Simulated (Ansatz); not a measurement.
## A computed series for WC: response to strain

Take WC (space group P-6m2, No. 187; a = 2.8991 Å, c = 2.8268 Å; relaxed with 0.1 eV smearing) as the base.

Strains are applied to the cell and any free atomic positions relax.

All numbers come from PBEsol (Ansatz, a program for electronic structure, PAW, no spin-orbit coupling).

Notes on the quantities. pressure: mean of the normal stresses, compression positive; energy relative to the base: free energy F.

```
case                        pressure  energy relative to the base  shortest interatomic distance
------------------------  ----------  ---------------------------  -----------------------------
base                         0.0 GPa                   0 meV/atom                        2.191 Å
isotropic strain −3.00 %    45.3 GPa                +117 meV/atom                        2.125 Å
isotropic strain −2.50 %    36.5 GPa                   (withheld)                        2.136 Å
isotropic strain −1.50 %    20.4 GPa                 +28 meV/atom                        2.158 Å
isotropic strain −1.00 %  (withheld)                 +12 meV/atom                        2.169 Å
isotropic strain −0.50 %     6.4 GPa                +3.0 meV/atom                        2.180 Å
isotropic strain +0.50 %    -5.9 GPa                +2.9 meV/atom                        2.202 Å
isotropic strain +1.00 %   -11.5 GPa                   (withheld)                        2.213 Å
isotropic strain +2.50 %   -25.9 GPa                   (withheld)                        2.246 Å
isotropic strain +3.00 %   -30.1 GPa                 +97 meV/atom                        2.256 Å
```

**Question.** Fill in the withheld entries from the trend.

**Answer.** 
- isotropic strain −2.50 %, energy relative to the base: +80 meV/atom
- isotropic strain −1.00 %, pressure: 13.2 GPa
- isotropic strain +1.00 %, energy relative to the base: +11 meV/atom
- isotropic strain +2.50 %, energy relative to the base: +68 meV/atom

No phonon test of stability was made. The final runs are not spin-polarised.
